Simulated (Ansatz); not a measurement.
The parent structure is MgO in the rock salt structure (space group Fm-3m, No. 225; a = 4.2537 Å).

Perturbation: a hydrostatic pressure of 30 GPa.

Levels (all Ansatz, an electronic-structure program, PAW): PBE (420 eV, without spin-orbit coupling); r2SCAN (500 eV, no spin-orbit coupling); HSE06 (420 eV, no SOC); PBE+SOC (420 eV, with spin-orbit coupling).

One geometry, relaxed with PBE, under each level:

Notes on the quantities. hole mass: degenerate bands, along [100].

The valence-band top lists the three highest levels at Γ (Kramers pairs under SOC), from the VBM.

```json
[
 {"level": "PBE", "band gap": "5.98 eV", "lowest conduction level above the VBM at special points": "Γ 5.98 eV; L 8.70 eV; X 9.27 eV; K 10.68 eV", "valence-band top at Γ": "0.00, 0.00, 0.00 eV", "electron mass": "0.39 mₑ (at Γ)", "hole mass": "0.42, 2.0, 2.0 mₑ (at Γ)", "pressure": "300.0 kbar"},
 {"level": "r2SCAN", "band gap": "6.92 eV", "lowest conduction level above the VBM at special points": "Γ 6.92 eV; L 9.65 eV; X 10.18 eV; K 11.67 eV", "valence-band top at Γ": "–", "electron mass": "0.40 mₑ (at Γ)", "hole mass": "0.44, 1.9, 1.9 mₑ (at Γ)", "pressure": "238.1 kbar"},
 {"level": "HSE06", "band gap": "7.84 eV", "lowest conduction level above the VBM at special points": "Γ 7.84 eV; L 10.56 eV; X 11.06 eV", "valence-band top at Γ": "–", "electron mass": "–", "hole mass": "–", "pressure": "–"},
 {"level": "PBE+SOC", "band gap": "5.97 eV", "lowest conduction level above the VBM at special points": "Γ 5.97 eV; L 8.68 eV; X 9.26 eV; K 10.67 eV", "valence-band top at Γ": "0.00, 0.00, -0.04 eV", "electron mass": "0.39 mₑ (at Γ)", "hole mass": "0.57, 2.0 mₑ (at Γ)", "pressure": "299.9 kbar"}
]
```

Single points use the geometry relaxed with PBE. Their cutoffs differ, which shifts pressures a little. Differences between runs with and without spin-orbit coupling are approximate. Load acts through the strain it causes; cell and atoms are relaxed under it. Masses are band curvatures over ±0.01 Å⁻¹ around the edge. Whether these cells are dynamically stable was not tested. No other phases were tried under pressure.
